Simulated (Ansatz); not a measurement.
Input and output of a self-consistent single point for AgAu₃ (I4mm, 4 atoms in the cell) (Ansatz, a first-principles code).

Method: PBEsol, default PAW files made with PBE (plane waves; Ansatz).

```yaml
crystal:
  lattice:
    - [-2.04632, 2.04632, 4.14193]
    - [2.04632, -2.04632, 4.14193]
    - [2.04632, 2.04632, -4.14193]
  atoms:
    - { symbol: Ag, position: [0.00604, 0.00604, 0.00000] }
    - { symbol: Au, position: [0.75000, 0.25000, 0.50000] }
    - { symbol: Au, position: [0.25000, 0.75000, 0.50000] }
    - { symbol: Au, position: [0.50000, 0.50000, 0.00000] }
```

Reference input (self-consistent single point, DFT, PBEsol, plane waves, default PAW files made with PBE): basis.ecutwfc = 420 eV; kpoints.mp_grid.grid = 11 11 11; hamiltonian.xc = pbesol; hamiltonian.pseudopotentials = {kind: paw} (the program's default PAW files); scf.occupations.method = fermi_dirac; scf.occupations.width = 0.1 eV. This run's input differs from it in these lines:

Ansatz 0.2 input:
```diff
@@ -14,3 +14,3 @@
 kpoints:
-  mp_grid: { grid: [11, 11, 11] }
+  mp_grid: { grid: [22, 22, 22] }
 hamiltonian:
@@ -19,3 +19,3 @@
 scf:
-  occupations: { method: fermi_dirac, width: 0.1 }
+  occupations: { method: fermi_dirac, width: 0.02 }
 output:
```

Log, with long lists cut:

```
SCF iter   1: F=—  HF=-46543.697257 eV  |F-HF|=—  |Δ(HF+E_count)|=         —  Δρ=7.86e-3  dr2=4.20e-2  ethr=1.77e-3  ⟨swp⟩=5.5  Hψ=128776  notcnv=0  defer=24
all-band conjugate gradients solve this SCF's bands
preconditioner: auto → Kerker (q_TF=auto, 2.770 Å⁻¹)
SCF iter   2: F=—  HF=-46543.688593 eV  |F-HF|=—  |Δ(HF+E_count)|=   8.66e-3  Δρ=2.74e-3  dr2=4.80e-3  ethr=5.53e-5  ⟨swp⟩=2.1  Hψ=62611  notcnv=0  defer=2088
   [... lines left out ...]
SCF iter   4: F=—  HF=-46543.687267 eV  |F-HF|=—  |Δ(HF+E_count)|=   3.90e-5  Δρ=2.50e-4  dr2=2.62e-5  ethr=4.62e-7  ⟨swp⟩=2.2  Hψ=61636  notcnv=0  defer=2088
SCF iter   5: F=—  HF=-46543.687265 eV  |F-HF|=—  |Δ(HF+E_count)|=   2.41e-6  Δρ=6.08e-5  dr2=2.14e-6  ethr=3.45e-8  ⟨swp⟩=2.7  Hψ=73605  notcnv=0  defer=2088
SCF iter   6: F=—  HF=-46543.687265 eV  |F-HF|=—  |Δ(HF+E_count)|=   4.66e-8  Δρ=1.76e-5  dr2=3.53e-7  ethr=2.81e-9  ⟨swp⟩=2.3  Hψ=66157  notcnv=0  defer=2088
SCF iter   7: F=-46543.687265 eV  HF=-46543.687265 eV  |F-HF|=1.70e-8  |Δ(HF+E_count)|=   5.70e-8  Δρ=6.76e-6  dr2=3.46e-8  ethr=1.32e-10  ⟨swp⟩=8.4  Hψ=151241  notcnv=0
SCF 1 converged in 7 iterations: F = -46543.687265 eV  dr2 = 3.46e-8
Free energy (F): -46543.687265 eV
Internal energy: -46543.685771 eV  (E = F + TS)
E sigma→0 (E₀):  -46543.686518 eV
Entropy (-TS):   -0.001494 eV (-0.373 meV/atom)
Fermi energy:    19.137066 eV
--- Forces (eV/Å), atoms counted from 1 ---
  atom   1  Ag     0.00000000     0.00000000    -0.25548766
  atom   2  Au    -0.00000000    -0.00000000     0.15089427
  atom   3  Au     0.00000000     0.00000000     0.15089427
  atom   4  Au    -0.00000000     0.00000000    -0.04630686
--- Stress (GPa, compression-positive) ---
       -3.848338       0.000000       0.000000
        0.000000      -3.848338       0.000000
        0.000000       0.000000      -3.873985
  P = ⅓ Tr σ = -3.8569 GPa (-38.569 kbar)
  The stress holds the Pulay correction. Without it, at fixed plane waves, as pw.x and ABINIT print it: P = -3.9011 GPa
```

The run converged in 7 iterations. Against the reference run the free energy goes up by 4.8 meV/atom, the pressure moves little (-3.80 to -3.86 GPa) and the largest force moves little (0.253 to 0.255 eV/Å).

The starting cell comes from a database of computed structures (which also holds hypothetical and non-ambient phases and stackings), without a prior relaxation at this level. Its lattice was rescaled by up to half a per cent. One atom was moved a little off its site on purpose. With a pressure of about -4 GPa the cell is away from its equilibrium volume at this level. Ansatz's pressure includes its estimate of the finite-basis (Pulay) stress.

Cost on one core of a shared machine: roughly 4 min.
